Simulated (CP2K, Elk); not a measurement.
A CP2K input for a self-consistent single point of PbO2 (P4_2/mnm, 6 atoms in the cell) (DFT PBE, GPW, DZVP-MOLOPT-SR-GTH basis, GTH-PBE potentials (GTH_POTENTIALS)):

```
&GLOBAL
  PROJECT scf
  RUN_TYPE ENERGY_FORCE
  PRINT_LEVEL MEDIUM
&END GLOBAL
&FORCE_EVAL
  METHOD Quickstep
  STRESS_TENSOR ANALYTICAL
  &DFT
    BASIS_SET_FILE_NAME BASIS_MOLOPT
    POTENTIAL_FILE_NAME GTH_POTENTIALS
    &QS
      METHOD GPW
      EPS_DEFAULT 1E-10
    &END QS
    &MGRID
      CUTOFF 450
      REL_CUTOFF 60
      NGRIDS 4
    &END MGRID
    &SCF
      SCF_GUESS ATOMIC
      EPS_SCF 1E-6
      MAX_SCF 100
      ADDED_MOS 6
      &DIAGONALIZATION
        ALGORITHM STANDARD
      &END DIAGONALIZATION
      &MIXING
        METHOD BROYDEN_MIXING
        ALPHA 0.3
        NBUFFER 8
      &END MIXING
      &SMEAR ON
        METHOD GAUSSIAN
        SIGMA [eV] 0.136
      &END SMEAR
    &END SCF
    &KPOINTS
      SCHEME MONKHORST-PACK 6 6 8
      GAMMA_CENTERED T
    &END KPOINTS
    &XC
      &XC_FUNCTIONAL PBE
      &END XC_FUNCTIONAL
    &END XC
    &PRINT
      &MO
        EIGENVALUES T
        OCCUPATION_NUMBERS T
        NDIGITS 8
        FILENAME mo
        &EACH
          QS_SCF 0
        &END EACH
        ADD_LAST NUMERIC
      &END MO
      &MULLIKEN ON
      &END MULLIKEN
    &END PRINT
  &END DFT
  &SUBSYS
    &CELL
      A 4.79030700 0.00000000 0.00000000
      B 0.00000000 4.79030700 0.00000000
      C 0.00000000 0.00000000 3.26932600
      PERIODIC XYZ
    &END CELL
    &COORD
      Pb       0.00000000     0.00000000     0.00000000
      Pb       2.39515350     2.39515350     1.63466300
      O        1.47268408     1.47268408     0.00000000
      O        3.31762292     3.31762292     0.00000000
      O        0.92246942     3.86783758     1.63466300
      O        3.86783758     0.92246942     1.63466300
    &END COORD
    &KIND Pb
      BASIS_SET DZVP-MOLOPT-SR-GTH-q4
      POTENTIAL GTH-PBE-q4
    &END KIND
    &KIND O
      BASIS_SET DZVP-MOLOPT-SR-GTH-q6
      POTENTIAL GTH-PBE-q6
    &END KIND
  &END SUBSYS
  &PRINT
    &FORCES ON
    &END FORCES
    &STRESS_TENSOR ON
    &END STRESS_TENSOR
  &END PRINT
&END FORCE_EVAL
```

### Question
Give the Elk input for the same structure, mesh, smearing and functional.

### Answer
This is the input that was run; spellings and numerical settings could be chosen otherwise.

```
tasks
  0

xctype
  20

rgkmax
  7.0

rmtscf
  0.82

stype
  0

swidth
  0.00499791

avec
    9.0523682829    0.0000000000    0.0000000000
    0.0000000000    9.0523682829    0.0000000000
    0.0000000000    0.0000000000    6.1781307521

atoms
  2   : nspecies
  'Pb.in'   : spfname
  2   : natoms; atposl, bfcmt below
  0.0000000000  0.0000000000  0.0000000000    0.0 0.0 0.0
  0.5000000000  0.5000000000  0.5000000000    0.0 0.0 0.0
  'O.in'   : spfname
  4   : natoms; atposl, bfcmt below
  0.3074300000  0.3074300000  0.0000000000    0.0 0.0 0.0
  0.6925700000  0.6925700000  0.0000000000    0.0 0.0 0.0
  0.1925700000  0.8074300000  0.5000000000    0.0 0.0 0.0
  0.8074300000  0.1925700000  0.5000000000    0.0 0.0 0.0

ngridk
  6 6 8
```

Basis, cutoffs, solver keys and any potentials are the target program's own. This input uses DFT, PBE, all-electron FP-LAPW, Elk's shipped species files, default APW+lo basis.

The starting cell comes from a database of computed structures (which also holds hypothetical and non-ambient phases and stackings), without a prior relaxation at this level. Its lattice was rescaled by a random factor within 2.5 % of one. For this run, on top of that: lattice scaled by 0.98.
